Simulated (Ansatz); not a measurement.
Worked example: relaxation of the atoms of Bi2Te2Se (R3m, 5 atoms in the cell) in Ansatz (an electronic-structure program).

Method of the run: LDA (PW92), default PAW files made with PBE (plane waves; Ansatz).

The change in words: one atom moved by 0.15 angstrom; relax: default → atoms; relax.f_tol: default → 0.001 eV/Å. Reference geometry:
```
Bi2Te2Se
1.0
    2.16745     1.25138    10.61733
   -2.16745     1.25138    10.61733
    0.00000    -2.50276    10.61733
Bi Te Se
2 2 1
Direct
  0.60828   0.60828   0.60828
  0.39172   0.39172   0.39172
  0.21960   0.21960   0.21960
  0.78040   0.78040   0.78040
  0.00000   0.00000   0.00000
```

Reference input (self-consistent single point, DFT, LDA (PW92), plane waves, default PAW files made with PBE): basis.ecutwfc = 420 eV; kpoints.mp_grid.grid = 5 5 5; hamiltonian.xc = lda; hamiltonian.pseudopotentials = {kind: paw} (the program's default PAW files); scf.occupations.method = fixed. This run's input differs from it in these lines:

```diff
@@ -6,3 +6,3 @@
   atoms:
-    - { symbol: Bi, position: [0.608283, 0.608283, 0.608283] }
+    - { symbol: Bi, position: [0.612992, 0.612992, 0.612992] }
     - { symbol: Bi, position: [0.391717, 0.391717, 0.391717] }
@@ -20,2 +20,4 @@
   occupations: { method: fixed }
+relax:
+  f_tol: 0.001
 output:
```

Output (repeated stretches shortened):

```
   [... SCF lines of the steps left out ...]
relax step   1: F+E_penalty+E_count = -43210.53469514 eV  Δ(F+E_penalty+E_count) = +0.000e0 eV  max|allowed force component| = 1.085e0 eV/Å  Δτ_max = 0.0000 Å  (8 SCF iters, dr2 threshold 1.00e-7 eV, accepted)
relax step   2: F+E_penalty+E_count = -43210.59877302 eV  Δ(F+E_penalty+E_count) = -6.408e-2 eV  max|allowed force component| = 6.293e-1 eV/Å  Δτ_max = 0.1876 Å  (6 SCF iters, dr2 threshold 7.36e-5 eV, accepted)
relax step   3: F+E_penalty+E_count = -43210.63518265 eV  Δ(F+E_penalty+E_count) = -3.641e-2 eV  max|allowed force component| = 1.205e-1 eV/Å  Δτ_max = 0.0841 Å  (5 SCF iters, dr2 threshold 2.48e-5 eV, accepted)
relax step   4: F+E_penalty+E_count = -43210.63647834 eV  Δ(F+E_penalty+E_count) = -1.296e-3 eV  max|allowed force component| = 8.130e-3 eV/Å  Δτ_max = 0.0156 Å  (5 SCF iters, dr2 threshold 9.08e-7 eV, accepted)
relax step   5: F+E_penalty+E_count = -43210.63649463 eV  Δ(F+E_penalty+E_count) = -1.629e-5 eV  max|allowed force component| = 1.676e-3 eV/Å  Δτ_max = 0.0017 Å  (6 SCF iters, dr2 threshold 4.13e-9 eV, accepted)
relax step   6: F+E_penalty+E_count = -43210.63649542 eV  Δ(F+E_penalty+E_count) = -7.938e-7 eV  max|allowed force component| = 1.000e-4 eV/Å  Δτ_max = 0.0006 Å  (5 SCF iters, accepted)
the relaxation is at rest under the 6 symmetry operations that the run kept from its start: a minimum is not shown …
Stability not checked: this state was not tested for a lower state beside it, because too few of the mixer's solves of this state at the end of the SCF gave a …
Free energy (F): -43210.636495 eV
Internal energy: -43210.636495 eV  (E = F + TS)
E sigma→0 (E₀):  -43210.636495 eV
Fermi energy:    7.387622 eV
--- Forces (eV/Å), atoms counted from 1 ---
  atom   1  Bi     0.00000000     0.00000000     0.00010169
  atom   2  Bi    -0.00000000    -0.00000000    -0.00004465
   [... lines left out ...]
    - { symbol: Bi, position: [0.3909040421382436, 0.3909040421382436, 0.3909040421382437] }
    - { symbol: Te, position: [0.22338213841189794, 0.22338213841189794, 0.22338213841189797] }
    - { symbol: Te, position: [0.7785015172444377, 0.7785015172444377, 0.7785015172444378] }
    - { symbol: Se, position: [0.0009419145396466695, 0.00094191453964667, 0.000941914539646669] }
```

The run converged. 

Summary of the result:
| Quantity | Result |
|---|---|
| Free energy E − TS (on the zero of these files) | -43210.6365 eV |
| Top of the valence band (on the code's own zero) | 7.39 eV |
| Gap on the k-point mesh | 0.41 eV |
| Pressure | -2.07 GPa |
| Relaxation steps | 6 |

The starting cell comes from a database of computed structures (which also holds hypothetical and non-ambient phases and stackings), without a prior relaxation at this level. Its lattice was rescaled by up to half a per cent. For this run, on top of that: one atom moved by 0.15 angstrom. Spin-orbit coupling is off. The relaxation keeps the symmetry of its start, so its end need not be a minimum. Ansatz's pressure includes its estimate of the finite-basis (Pulay) stress.

Cost on one core of a shared machine: roughly 90 s.

Keys are those of Ansatz 0.2.
